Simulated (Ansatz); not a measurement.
Input and output of a self-consistent single point for SiC (F-43m, 2 atoms in the cell) (Ansatz, a quantum-chemistry and plane-wave program).

Level of theory: PBE (plane waves, PAW; Ansatz).

```yaml
crystal:
  lattice:
    - [0.00000, 2.13933, 2.13933]
    - [2.13933, 0.00000, 2.13933]
    - [2.13933, 2.13933, 0.00000]
  atoms:
    - { symbol: Si, position: [0.25000, 0.25000, 0.25000] }
    - { symbol: C, position: [0.00000, 0.00000, 0.00000] }
```

Reference input (self-consistent single point, DFT, PBE, plane waves, default PAW files): kpoints.mp_grid.grid = 13 13 13; hamiltonian.xc = pbe; hamiltonian.pseudopotentials = {kind: paw} (the program's default PAW files); scf.occupations.method = fixed. This run's input differs from it in these lines:

Ansatz 0.2 input:
```diff
@@ -10,3 +10,3 @@
 kpoints:
-  mp_grid: { grid: [13, 13, 13] }
+  mp_grid: { grid: [32, 32, 32] }
 hamiltonian:
```

Log, with long lists cut:

```
SCF iter   1: F=—  HF=-887.088607 eV  |F-HF|=—  |Δ(HF+E_count)|=         —  Δρ=1.82e-3  dr2=5.35e-4  ethr=1.77e-3  ⟨swp⟩=4.7  Hψ=50593  notcnv=0  defer=1500
all-band conjugate gradients solve this SCF's bands
preconditioner: auto → none
SCF iter   2: F=—  HF=-887.088703 eV  |F-HF|=—  |Δ(HF+E_count)|=   9.52e-5  Δρ=7.10e-4  dr2=4.60e-5  ethr=6.68e-6  ⟨swp⟩=2.1  Hψ=18817  notcnv=0  defer=1778
SCF iter   3: F=—  HF=-887.088733 eV  |F-HF|=—  |Δ(HF+E_count)|=   3.06e-5  Δρ=3.50e-4  dr2=5.80e-6  ethr=5.75e-7  ⟨swp⟩=2.7  Hψ=10815  notcnv=0  defer=1134
SCF iter   4: F=—  HF=-887.088756 eV  |F-HF|=—  |Δ(HF+E_count)|=   2.22e-5  Δρ=4.27e-5  dr2=2.37e-7  ethr=7.25e-8  ⟨swp⟩=2.1  Hψ=10537  notcnv=0  defer=1716
iter 5 did not close the SCF: its close was put off for the readings that it lacked (scf_convergence_deferred on its scf_iter line)
SCF iter   5: F=-887.088756 eV  HF=-887.088756 eV  |F-HF|=1.51e-9  |Δ(HF+E_count)|=   1.93e-7  Δρ=3.01e-6  dr2=7.56e-10  ethr=2.97e-9  ⟨swp⟩=2.1  Hψ=10595  notcnv=0  defer=1735
SCF iter   6: F=-887.088756 eV  HF=-887.088756 eV  |F-HF|=1.41e-11  |Δ(HF+E_count)|=   1.80e-9  Δρ=3.69e-7  dr2=1.62e-11  ethr=9.45e-12  ⟨swp⟩=4.1  Hψ=36754  notcnv=0
SCF 1 converged in 6 iterations: F = -887.088756 eV  dr2 = 1.62e-11
Free energy (F): -887.088756 eV
Internal energy: -887.088756 eV  (E = F + TS)
E sigma→0 (E₀):  -887.088756 eV
Fermi energy:    10.187509 eV
--- Forces (eV/Å), atoms counted from 1 ---
  atom   1  Si    -0.00000000     0.00000000     0.00000000
  atom   2  C      0.00000000    -0.00000000     0.00000000
--- Stress (GPa, compression-positive) ---
       17.074623      -0.000000      -0.000000
       -0.000000      17.074623       0.000000
        0.000000       0.000000      17.074623
  P = ⅓ Tr σ = 17.0746 GPa (170.746 kbar)
  The stress holds the Pulay correction. Without it, at fixed plane waves, as pw.x and ABINIT print it: P = 16.7804 GPa
```

The run converged in 6 iterations. Against the reference run the free energy hardly moves (within 1 meV/atom), the pressure stays at 17.07 GPa and the gap on the mesh goes from 1.381 to 1.307 eV.

The starting cell comes from a database of computed structures (which also holds hypothetical and non-ambient phases and stackings), without a prior relaxation at this level. Its lattice was rescaled by a random factor within 2.5 % of one. With a pressure of about 17 GPa the cell is away from its equilibrium volume at this level. Ansatz's pressure includes its estimate of the finite-basis (Pulay) stress.
